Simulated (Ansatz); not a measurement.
## Sn: pressure series

Take Sn (space group I4_1/amd, No. 141; a = 5.947 Å, c = 3.212 Å) as the base.

Cell and atoms are relaxed at each pressure.

Method: PBE (Ansatz, a program for electronic structure, PAW, spin-orbit coupling left out).

Notes on the quantities. enthalpy: H = E + PV relative to the base's energy.

```csv
change,enthalpy,density,shortest interatomic distance
base,–,6.94 g/cm³,3.080 Å
pressure −2 GPa,-0.36 eV/atom,6.62 g/cm³,3.128 Å
pressure −1 GPa,-0.18 eV/atom,6.79 g/cm³,3.103 Å
pressure 1.8 GPa,+0.31 eV/atom,7.19 g/cm³,?
pressure 4.2 GPa,+0.72 eV/atom,?,3.006 Å
pressure 9 GPa,+1.48 eV/atom,7.95 g/cm³,2.945 Å
pressure 18 GPa,+2.81 eV/atom,8.66 g/cm³,2.864 Å
pressure 30 GPa,+4.45 eV/atom,9.39 g/cm³,2.788 Å
pressure 45 GPa,+6.34 eV/atom,?,2.720 Å
pressure 60 GPa,+8.10 eV/atom,?,2.667 Å
```

Fill in the withheld entries from the trend.


- pressure 1.8 GPa, shortest interatomic distance: 3.045 Å
- pressure 4.2 GPa, density: 7.47 g/cm³
- pressure 45 GPa, density: 10.12 g/cm³
- pressure 60 GPa, density: 10.74 g/cm³

Load acts through the strain it causes; cell and atoms are relaxed under it. No phonon test of stability was made. Measured, Sn leaves this structure (for a body-centred tetragonal phase) near 8 GPa (temperature not stated; as listed in Olga Degtyareva, NATO science for peace and security series. B, Physics and biophysics (2010)).
